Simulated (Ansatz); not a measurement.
TiSeS (P3m1, No. 156, 3 atoms in the cell; start mp-1216698): properties by level of theory

| level (code) | lattice constant a (Å) | lattice parameter c (Å) | cohesive energy (eV/atom) |
|---|---|---|---|
| LDA (Ansatz) | 3.371 | 5.683 | 5.90 |
| PBEsol (Ansatz) | 3.406 | 5.879 | 5.33 |
| r²SCAN (Ansatz) | 3.492 | 6.170 | 4.79 |
| r²SCAN+rVV10 (Ansatz) | 3.475 | 5.935 | 4.98 |

Caveats: the relaxation could not lower the start's symmetry, so the cell can be a saddle point above a distorted one (LDA, PBEsol, r²SCAN, r²SCAN+rVV10). Ansatz's density-functional and Hartree–Fock values are scalar-relativistic unless marked +SOC, with PAW data made under PBE.

Free atoms are spin-polarised, in the lowest state found; at levels without +SOC their spin–orbit coupling is left out.

A start named mp-… is a Materials Project structure, which need not be a measured phase.

Ansatz is a first-principles code.
